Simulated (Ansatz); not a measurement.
Start from Ge in the diamond structure (space group Fd-3m, No. 227; a = 5.676 Å). Axes: x, y, z lie along the cube axes.

Level of theory: PBEsol (Ansatz, a quantum-chemistry and plane-wave program, PAW, no SOC).

Strains are applied to the cell and any free atomic positions relax; under biaxial strain the out-of-plane vector relaxes too.

One change was made to it. Results:

```csv
quantity,base,after
energy relative to the base (free energy F),0 meV/atom,+0.7 meV/atom
shortest interatomic distance,2.458 Å,2.449 Å
"pressure (mean of the normal stresses, compression positive)",0.0 GPa,0.6 GPa
```

Problem. Name the change that was made.
(A) isotropic strain −4.81 %
(B) uniaxial strain ε_xx = +1.88 %
(C) uniaxial strain ε_xx = +4.94 %
(D) biaxial strain +2.21 %, plane normal [111], relaxed out of plane
(E) biaxial strain −0.55 %, plane normal [111], relaxed out of plane

Solution. E, biaxial strain −0.55 %, plane normal [111], relaxed out of plane. For comparison, the energy relative to the base in the other runs: uniaxial strain ε_xx = +1.88 % gives +2.8 meV/atom; uniaxial strain ε_xx = +4.94 % gives +19 meV/atom; biaxial strain +2.21 %, plane normal [111], relaxed out of plane gives +10 meV/atom; isotropic strain −4.81 % gives +120 meV/atom.

Stability against distortions was not tested.
